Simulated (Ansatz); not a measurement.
K₃AgSn₃Se₈ (P4/nbm, No. 125; cell taken from a computed entry)

Computed with r²SCAN (PAW; Ansatz, an electronic-structure program).

Settings: plane-wave cutoff 560 eV, 4×4×4 k mesh, Fermi–Dirac smearing 0.01 eV, no spin polarisation, scalar-relativistic PAW data made under PBE.

Cell: relaxed with PBEsol: a = b = 8.0681 Å, c = 13.3207 Å, α = β = γ = 90.00°.

```yaml
band_gap: 1.45 eV
smallest_direct_gap_on_the_k_points_sampled: 1.49 eV
```

Note: cell and atoms aren't relaxed at this level (largest force component 0.11 eV/Å, pressure 0.9 GPa).

Spin–orbit coupling is not included.

The computed numbers hold no vibrational or temperature effects.
